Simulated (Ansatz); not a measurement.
The parent structure is Gd in the hcp (Mg type) structure (space group P6_3/mmc, No. 194; a = 3.639 Å, c = 5.909 Å; ferromagnetic). Axes: x lies along a and z along c of the hexagonal cell.

The values are results of DFT with r2SCAN, PAW potentials and a 500 eV plane-wave cutoff in Ansatz (a program for electronic structure), without spin-orbit coupling, not measurements.

For the base:

The largest site moment is 7.59 μB and the magnetic state is ferromagnetic. The band gap comes out as zero.

The change: a free-standing slab of 1 layer (1 atom, 1 a layer) is cut normal to the z axis, with 15 Å of vacuum and the in-plane cell held at bulk; forces were under the threshold from the start, so the atoms kept their bulk positions.

Problem. Estimate the effect on the largest site moment, magnetic state and band gap.

Solution. The largest site moment grows by 0.67 μB, from 7.59 μB to 8.26 μB; the magnetic state is still ferromagnetic; the band gap remains zero.

Other magnetic orders, which the real material may have, were not ruled out. The state of the 4f shell was not checked for lower solutions. No phonon test of stability was made.
